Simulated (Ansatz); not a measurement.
PtGa₂ (model structure, started from the C15 type, Fd-3m, No. 227, 6 atoms in the cell): properties by level of theory

```tsv
level (code)	lattice constant a (Å)	bulk modulus (GPa)
LDA (Ansatz)	7.126	131
PBEsol (Ansatz)	7.195	120
r²SCAN (Ansatz)	7.217	117
```

Caveats: the bulk modulus is −V dP/dV from two relaxed cells at ±2 % in volume (LDA, PBEsol, r²SCAN). Ansatz's density-functional and Hartree–Fock values are scalar-relativistic unless marked +SOC, with PAW data made under PBE.

The crystal itself was run without spin with LDA, PBEsol, r²SCAN; a magnetic state was not tried in these runs.

Static lattice: no zero-point or thermal effects.

A model structure was made by putting elements into a prototype or built by hand; it is no filed structure, need not be a known phase, and can be a saddle point held by its symmetry.

Ansatz is a first-principles code.
